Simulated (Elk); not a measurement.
Elk run on Ca2Sn (Fm-3m, 3 atoms in the cell): self-consistent single point

Computed with PBEsol, all-electron FP-LAPW, Elk's shipped species files, LAPW+lo basis (Elk).

This input was run:

```
tasks
  0

xctype
  22

rgkmax
  8.0

gmaxvr
  14.0

nxoapwlo
  1

stype
  0

swidth
  0.00183747

maxscl
  100

avec
    0.0000000000    7.2383011231    7.2383011231
    7.2383011231    0.0000000000    7.2383011231
    7.2383011231    7.2383011231    0.0000000000

atoms
  2
  'Sn.in'
  1
  0.0000000000  0.0000000000  0.0000000000    0.0 0.0 0.0
  'Ca.in'
  2
  0.2500000000  0.2500000000  0.2500000000    0.0 0.0 0.0
  0.7500000000  0.7500000000  0.7500000000    0.0 0.0 0.0

ngridk
  5 5 5

vkloff
  0.5 0.5 0.5
```

The program printed (abridged):

```
│ Elk code version 10.2.4 │

All units are atomic (Hartree, Bohr, etc.)

│ Ground-state run starting from atomic densities │

Lattice vectors :
   0.000000000       7.238301123       7.238301123
   7.238301123       0.000000000       7.238301123
   7.238301123       7.238301123       0.000000000

Unit cell volume      :    758.4726671
Brillouin zone volume :   0.3270390934

Muffin-tin inner radius fraction :   0.1000000000E-01

Nuclei treated as point charges

Species :    1 (Sn)
 parameters loaded from : Sn.in
 name : tin
 nuclear charge    :   -50.00000000
 electronic charge :    50.00000000
 atomic mass :    216395.0920
 muffin-tin radius :    2.600000000
 number of radial points in muffin-tin :    597
 atomic positions (lattice), magnetic fields (Cartesian) :
   1 :   0.00000000  0.00000000  0.00000000    0.00000000  0.00000000  0.00000000

Species :    2 (Ca)
 parameters loaded from : Ca.in
 name : calcium
 nuclear charge    :   -20.00000000
 electronic charge :    20.00000000
 atomic mass :    73057.72469
 muffin-tin radius :    2.400000000
 number of radial points in muffin-tin :    497
 atomic positions (lattice), magnetic fields (Cartesian) :
   1 :   0.25000000  0.25000000  0.25000000    0.00000000  0.00000000  0.00000000
   2 :  -0.25000000 -0.25000000 -0.25000000    0.00000000  0.00000000  0.00000000

Total number of atoms per unit cell :    3

Spin treatment :
 spin-unpolarised

Number of Bravais lattice symmetries :   48
Number of crystal symmetries         :   48
Crystal has inversion symmetry
Real symmetric eigensolver will be used

k-point grid :      5     5     5
k-point offset :   0.5000000000      0.5000000000      0.5000000000
k-point set is reduced with full crystal symmetry group
Total number of k-points :       19

Muffin-tin radius times maximum |G+k| :    8.000000000
 using average radius
Maximum |G+k| for APW functions       :    3.243243243
Maximum (1/2)|G+k|²                   :    5.259313367
Maximum |G| for potential and density :    14.00000000
 potential will be trimmed for |G| > 2 gkmax
Constant for pseudocharge density :    9
Radial integration step length :    4

G-vector grid sizes :     48    48    48
Number of G-vectors :    35149

Maximum angular momentum used for
 APW functions                      :    8
 outer part of muffin-tin           :    6
 inner part of muffin-tin           :    1

Total nuclear charge    :   -90.00000000
Total core charge       :    50.00000000
Total valence charge    :    40.00000000
Total excess charge     :    0.000000000
Total electronic charge :    90.00000000

Effective Wigner radius, rₛ :    1.262417304

Number of empty states         :   12
Total number of valence states :   32
Total number of core states    :   50

Total number of local-orbitals :   33

Exchange-correlation functional :     22     0     0
 PBEsol, Phys. Rev. Lett. 100, 136406 (2008)
 gradient requirement :    1
 generalised gradient approximation (GGA)

Smearing type :    0
 Gaussian
Smearing width :   0.1837470000E-02
Effective electronic temperature (K) :    580.2271348

Mixing type :    3
 Broyden mixing, J. Phys. A: Math. Gen. 17, L317 (1984)

Kohn-Sham potential initialised from atomic data

│ Self-consistent loop started │
│ Loop number : 1 │
 total energy                :     -7543.06836353
│ Loop number : 2 │
 total energy                :     -7542.96123962
RMS change in Kohn-Sham potential (target) :   0.2340860040     (  0.1000000000E-05)
Absolute change in total energy (target)   :   0.1071239180     (  0.1000000000E-03)
│ Loop number : 3 │
 total energy                :     -7541.72513981
RMS change in Kohn-Sham potential (target) :   0.1886401260     (  0.1000000000E-05)
Absolute change in total energy (target)   :    1.262880789     (  0.1000000000E-03)
│ Loop number : 4 │
 total energy                :     -7538.01878496
RMS change in Kohn-Sham potential (target) :   0.7192130883E-01 (  0.1000000000E-05)
Absolute change in total energy (target)   :    4.022075039     (  0.1000000000E-03)
│ Loop number : 5 │
 total energy                :     -7536.26047533
RMS change in Kohn-Sham potential (target) :   0.1910777289E-01 (  0.1000000000E-05)
Absolute change in total energy (target)   :    2.763828396     (  0.1000000000E-03)
│ Loop number : 6 │
 total energy                :     -7535.73076255
RMS change in Kohn-Sham potential (target) :   0.3596923081E-02 (  0.1000000000E-05)
Absolute change in total energy (target)   :    1.220669876     (  0.1000000000E-03)
│ Loop number : 7 │
 total energy                :     -7535.60789611
RMS change in Kohn-Sham potential (target) :   0.3293834417E-03 (  0.1000000000E-05)
Absolute change in total energy (target)   :   0.4280339133     (  0.1000000000E-03)
│ Loop number : 8 │
 total energy                :     -7535.60472138
RMS change in Kohn-Sham potential (target) :   0.1208776098E-03 (  0.1000000000E-05)
Absolute change in total energy (target)   :   0.1101832039     (  0.1000000000E-03)
│ Loop number : 9 │
 total energy                :     -7535.60634667
RMS change in Kohn-Sham potential (target) :   0.6455659018E-04 (  0.1000000000E-05)
Absolute change in total energy (target)   :   0.2592051376E-01 (  0.1000000000E-03)
│ Loop number : 10 │
 total energy                :     -7535.60711437
RMS change in Kohn-Sham potential (target) :   0.1907770590E-04 (  0.1000000000E-05)
Absolute change in total energy (target)   :   0.5712423316E-02 (  0.1000000000E-03)
│ Loop number : 11 │
 total energy                :     -7535.60637504
RMS change in Kohn-Sham potential (target) :   0.5202279749E-05 (  0.1000000000E-05)
Absolute change in total energy (target)   :   0.2167439771E-02 (  0.1000000000E-03)
│ Loop number : 12 │
 total energy                :     -7535.60617996
RMS change in Kohn-Sham potential (target) :   0.1170658955E-05 (  0.1000000000E-05)
Absolute change in total energy (target)   :   0.7369427203E-03 (  0.1000000000E-03)
│ Loop number : 13 │
 total energy                :     -7535.60613388
RMS change in Kohn-Sham potential (target) :   0.2722999100E-06 (  0.1000000000E-05)
Absolute change in total energy (target)   :   0.2303094761E-03 (  0.1000000000E-03)
│ Loop number : 14 │
 total energy                :     -7535.60611708
RMS change in Kohn-Sham potential (target) :   0.1171515896E-06 (  0.1000000000E-05)
Absolute change in total energy (target)   :   0.7437715249E-04 (  0.1000000000E-03)
Convergence targets achieved

│ Loop number : 15 │

Energies :
 Fermi                       :     0.113752341491
 sum of eigenvalues          :     -4527.75924253
 electron kinetic            :      7870.37256099
 core electron kinetic       :      7544.12264896
 Coulomb                     :     -15172.7614164
 Coulomb potential           :     -12092.1504459
 nuclear-nuclear             :     -586.786435466
 electron-nuclear            :     -17079.7995160
 Hartree                     :      2493.82453501
 Madelung                    :     -9126.68619345
 xc potential                :     -305.981357573
 exchange                    :     -228.340152138
 correlation                 :     -4.87710295567
 total energy                :     -7535.60611052

Density of states at Fermi energy :   0.4813769630E-06
 (states/Hartree/unit cell)

Estimated indirect band gap :   0.2988039275E-01
 from k-point     19 to k-point     10
Estimated direct band gap   :   0.3254394560E-01
 at k-point     10

Charges :
 core                        :    50.00000000
 valence                     :    40.00000000
 interstitial                :    5.529131229
 muffin-tins (core leakage)
  species :    1 (Sn)
   atom    1                 :    48.23703897     (  0.6746045314E-04)
  species :    2 (Ca)
   atom    1                 :    18.11691490     (  0.1958875551E-07)
   atom    2                 :    18.11691490     (  0.1958875551E-07)
 total in muffin-tins        :    84.47086877
 total calculated charge     :    90.00931511
 total charge                :    90.00000000
 error                       :   0.9315106029E-02

│ Self-consistent loop stopped │
```

The run converged in 15 iterations. The count includes the last loop, which Elk runs after its targets are met.

The starting cell was generated: these elements placed on a structure prototype, without a prior relaxation; it need not be a known phase or ordering of this composition. Its lattice was rescaled by a random factor within 2.5 % of one. Values depend on the basis (sphere radii, cutoffs, local orbitals), which need not be converged. The shifted mesh does not hold Γ, so a gap read on it misses any band edge there.
